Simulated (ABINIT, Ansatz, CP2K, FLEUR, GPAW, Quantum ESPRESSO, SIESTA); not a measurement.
One structure in several programs: As (R-3m, 2 atoms in the cell)

Self-consistent single point.

```
As
1.0
    3.68036    -1.88000     0.00000
    3.68036     1.88000     0.00000
    2.72002     0.00000     3.11142
As
2
Direct
  0.22700   0.22700   0.22700
  0.77300   0.77300   0.77300
```

Shared settings, as Ansatz (a first-principles code) writes them: kpoints.mp_grid.grid = 7 7 7; scf.occupations.method = fermi_dirac; scf.occupations.width = 0.05 eV. Potentials and cutoffs stand in the table.

```
code                                                                                                                                      model  pressure (GPa)  largest force (eV/Å)           cutoff
----------------  -----------------------------------------------------------------------------------------------------------------------------  --------------  --------------------  ---------------
Quantum ESPRESSO                                                                                   PBEsol, PSlibrary PAW (PBE) pseudopotentials           -0.10                 0.189            30 Ry
SIESTA            GGA PBEsol, numerical atomic orbitals TZP, PseudoDojo PBEsol standard norm-conserving potentials (rewritten from UPF to PSML)            3.37                 0.927      grid 300 Ry
Ansatz                                                                                                  PBEsol, default PAW files made with PBE           -0.32                 0.143          default
GPAW                                                                                      PBEsol, GPAW PAW datasets PBEsol (made by gpaw-setup)           -0.10                 0.194           550 eV
FLEUR                                                                           PBEsol, all-electron FLAPW (FLEUR), scalar-relativistic valence               –                 0.243  Kmax 3.5 1/bohr
ABINIT                                                           PBEsol, norm-conserving pseudopotentials (PseudoDojo nc-sr-04 PBEsol standard)           -0.24                 0.150            42 Ha
CP2K                                                                 PBEsol, GPW, DZVP-MOLOPT-PBE-GTH basis, GTH-PBE potentials (POTENTIAL_UZH)            2.17                 0.403      grid 400 Ry
```

A dash marks a value that a program does not give, or that is left out as unsure.

The spread over the programs that give each value: pressure within 3.69 GPa; largest force within 0.784 eV/Å.

SIESTA and CP2K use small atom-centred bases, whose incompleteness enters pressures, forces and empty levels differently from a plane-wave cutoff. FLEUR treats all electrons, but the usual bases taken here (sphere radii, linearisation, local orbitals, empty states) were not tested for convergence, so the values are no reference for the others. Ansatz's pressure is given at a fixed set of plane waves, as the other plane-wave codes print theirs. In the pressure, SIESTA (by 3.54) and CP2K (by 2.33) lie more than 1 GPa from the median of the plane-wave programs. In the force vectors, SIESTA (by 0.757) and CP2K (by 0.233) lie more than 0.08 eV/Å from the median of the plane-wave programs.

The starting cell has typed, rounded lattice constants, without a prior relaxation at this level.

Left out of this page: PySCF and Elk (not drawn, or without a comparable value).

Keys are those of Ansatz 0.2.
